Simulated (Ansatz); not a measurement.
This concerns the energy of configuration A over configuration B. The value is E(A) − E(B).

Cell A: a slab of Ru (hcp, P6₃/mmc) cut along (0001), 21 atoms, hexagonal cell of 5.44 Å (25.7 Å²), symmetry P3m1, 9.5 Å thick under 17 Å of vacuum, in-plane vectors held at the crystal's; planes from bottom to top: Ru4 × 5 | N, its two faces unlike (dipole correction applied); added, foreign or displaced atoms, above the top plane: N bound to 3 Ru at 1.93 Å; spin state with PBE: run without spin, k-point mesh 10×10×1.
```
CELL_PARAMETERS angstrom
      5.44359     0.00000     0.00000
      2.72180     4.71429     0.00000
      0.00000     0.00000    26.10536
ATOMIC_POSITIONS crystal
  Ru 0.00000 0.00000 0.31017
  Ru 0.49911 0.00177 0.31051
  Ru 0.00177 0.49911 0.31051
  Ru 0.49911 0.49911 0.31051
  Ru 0.83239 0.33522 0.38966
  Ru 0.33333 0.33333 0.38896
  Ru 0.83239 0.83239 0.38966
  Ru 0.33522 0.83239 0.38966
  Ru 0.00000 0.00000 0.47020
  Ru 0.50066 0.99869 0.47254
  Ru 0.99869 0.50066 0.47254
  Ru 0.50066 0.50066 0.47254
  Ru 0.83260 0.33481 0.55604
  Ru 0.33333 0.33333 0.55333
  Ru 0.83260 0.83260 0.55604
  Ru 0.33481 0.83260 0.55604
  Ru 0.00000 0.00000 0.63361
  Ru 0.50744 0.98513 0.63672
  Ru 0.98513 0.50744 0.63672
  Ru 0.50744 0.50744 0.63672
  N  0.33333 0.33333 0.67579
```

Cell B: a slab of Ru (hcp, P6₃/mmc) cut along (0001), 21 atoms, hexagonal cell of 5.44 Å (25.7 Å²), symmetry P3m1, 9.5 Å thick under 17 Å of vacuum, in-plane vectors held at the crystal's; planes from bottom to top: Ru4 × 5 | N, its two faces unlike (dipole correction applied); added, foreign or displaced atoms, above the top plane: N bound to 3 Ru at 1.93 Å; spin state with PBE: run without spin, k-point mesh 10×10×1.
```
Ru20N
1.0
    5.44359     0.00000     0.00000
    2.72180     4.71429     0.00000
    0.00000     0.00000    26.10536
Ru N
20 1
Direct
  0.99936   0.99936   0.31042
  0.50128   0.99936   0.31042
  0.99936   0.50128   0.31042
  0.50000   0.50000   0.31059
  0.83428   0.33286   0.38977
  0.33286   0.33286   0.38977
  0.83333   0.83333   0.38919
  0.33286   0.83428   0.38977
  0.00031   0.00031   0.47199
  0.49938   0.00031   0.47199
  0.00031   0.49938   0.47199
  0.50000   0.50000   0.47219
  0.83370   0.33315   0.55505
  0.33315   0.33315   0.55505
  0.83333   0.83333   0.55288
  0.33315   0.83370   0.55505
  0.99097   0.99097   0.63746
  0.51806   0.99097   0.63746
  0.99097   0.51806   0.63746
  0.50000   0.50000   0.63397
  0.16667   0.16667   0.67559
```

Computed with Ansatz (plane waves, PAW), its PAW set soft_1, cutoff 420 eV, 500 eV for r2SCAN. The structures are at rest with PBE, within the held lattices; other levels are single points on them. Neutral cells; Fermi-Dirac smearing of at most 0.10 eV in the solids, energies taken to zero width. The lattices are those relaxed with PBE, so at other levels the solids can be strained, which adds to the spread. Larger cells are relaxed from a start prepared with the learned potential CHGNet till forces fall under 0.03 eV/Å, which some starts already meet. A dispersion term (D3(BJ), or D4 for r2SCAN) was computed beside these levels and is taken off wherever the name lacks it. No zero-point or thermal terms. Cells are local rest points, mostly with their start's symmetry. The d electrons get no Hubbard U. No correction for cell size. Cell A has symmetry P3m1 and got no random move, so less symmetric positions, which may lie lower, weren't tried. Cell B has symmetry P3m1 and got no random move, so less symmetric positions, which may lie lower, weren't tried.

Question: Estimate the value that r2SCAN returns for this input.

Answer: -0.79 eV for A less B, so A lies lower.

Question: What do the other levels give, and how wide is the spread?

Answer: 
```
Method  value (eV)  less r2SCAN
------  ----------  -----------
PBE          -0.74         0.05
```

The levels span 0.05 eV, from r2SCAN (-0.79) to PBE (-0.74).

Ansatz is a first-principles code.
